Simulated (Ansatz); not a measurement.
Functionals compared on a constructed model of the (000-1) surface of 4H silicon carbide, C-terminated, full C adlayer on top sites (bottom of the slab: 1 H on 1 bottom site), in Ansatz (plane waves, PAW). The structure was relaxed with PBE; the other rows are single points on it. Cutoff 420 eV (500 eV for r2SCAN).

Set-up: 10 atoms, 11.3 Å thick at the start with caps and adatoms (thin: gaps and levels are the slab's own); mesh 10x10x1; 0.025 eV smearing; dipole correction on; 2 atoms held, the rest relaxed; held to the start's symmetry, so lower structures may exist; spin-polarised, ending with about 0.1 μB a cell, a value that depends on the mesh; orders that need a larger cell were not tried, no spin-orbit, no U. The slab shows no gap on its mesh. It is one candidate, not shown to be the stable structure of the face. These notes are the PBE run's. r2SCAN: The program's check for a lower electronic state was not made.

```json
[
 {"functional": "PBE", "work function of the top face (eV)": "8.01", "rough cost of the single point": "–"},
 {"functional": "r2SCAN", "work function of the top face (eV)": "…", "rough cost of the single point": "roughly 50 core-seconds"}
]
```

### Question
Some entries are withheld; supply them.

### Answer

- r2SCAN, work function of the top face (eV): 8.11

Ansatz is a first-principles code.
